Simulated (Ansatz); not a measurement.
Base system: TiO2 in the rutile structure (space group P4_2/mnm, No. 136).

```cif
data_O4Ti2
_chemical_formula_sum 'Ti2 O4'
_space_group_name_H-M_alt 'P42/mnm'
_space_group_IT_number 136
_space_group_name_Hall '-P 4n 2n'
_cell_length_a 4.64344
_cell_length_b 4.64344
_cell_length_c 2.96380
_cell_angle_alpha 90.000
_cell_angle_beta 90.000
_cell_angle_gamma 90.000
loop_
_atom_site_label
_atom_site_type_symbol
_atom_site_symmetry_multiplicity
_atom_site_Wyckoff_symbol
_atom_site_fract_x
_atom_site_fract_y
_atom_site_fract_z
_atom_site_occupancy
Ti1 Ti 2 a 0.00000 0.00000 0.00000 1
O1 O 4 f 0.30513 0.30513 0.00000 1
```

All numbers come from Kohn–Sham DFT with the PBE functional, run in Ansatz (a quantum-chemistry and plane-wave program) with PAW and 420 eV plane waves, scalar-relativistic without spin-orbit coupling.

Strains are applied to the cell and any free atomic positions relax.

One change was made to it. Results:

The valence-band top at Γ (three highest levels, from the VBM) goes from 0.00, -0.43, -0.43 eV to 0.00, -0.36, -0.36 eV; the band gap shrinks by 0.03 eV to 1.83 eV; the energy grows by 19 meV/atom.

### Question
Which of these changes matches the shifts?
A. isotropic strain +0.60 %
B. isotropic strain +1.80 %
C. isotropic strain +3.00 %
D. isotropic strain +1.20 %

### Answer
B, isotropic strain +1.80 %. For comparison, the valence-band top at Γ in the other runs: isotropic strain +0.60 % gives 0.00, -0.41, -0.41 eV; isotropic strain +1.20 % gives 0.00, -0.39, -0.39 eV; isotropic strain +3.00 % gives 0.00, -0.31, -0.31 eV.

Gaps are Kohn–Sham eigenvalue differences; semilocal functionals usually give less than the measured gap. Stability against distortions was not tested. All final runs are without spin polarisation.
